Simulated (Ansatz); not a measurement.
## Hypothetical P4/nmm Co2Si, pressure series

Start from Co$_{2}$Si (space group P4/nmm, No. 129; a = 3.455 Å, c = 5.751 Å; ferromagnetic; a hypothetical phase, not in the database extracts checked).

Cell and atoms are relaxed at each pressure.

Levels (all Ansatz, a program for electronic structure, PAW): PBE (420 eV, spin-orbit coupling left out); PBEsol (420 eV, no spin-orbit coupling).

The base cell above is that of PBE; each level relaxes its own structures.

```tsv
case	lattice parameter a, PBE	lattice parameter a, PBEsol
pressure −1 GPa	3.462 Å	3.412 Å
pressure 0.3 GPa	3.453 Å	3.404 Å
pressure 0.7 GPa	3.450 Å	3.402 Å
pressure 1.5 GPa	3.444 Å	3.396 Å
pressure 3 GPa	3.433 Å	3.387 Å
pressure 5 GPa	3.420 Å	3.375 Å
pressure 7.5 GPa	3.404 Å	3.361 Å
pressure 10 GPa	3.388 Å	3.347 Å
```

PBE lies above PBEsol in every row, by 0.041 Å to 0.050 Å. They put the cases in the same order.

The magnetic state is the one reached from the starting moments; the real material's order can differ, and small cells can't hold many antiferromagnetic ones. Load acts through the strain it causes; cell and atoms are relaxed under it. Stability against distortions was not tested. No other phases were tried under pressure.
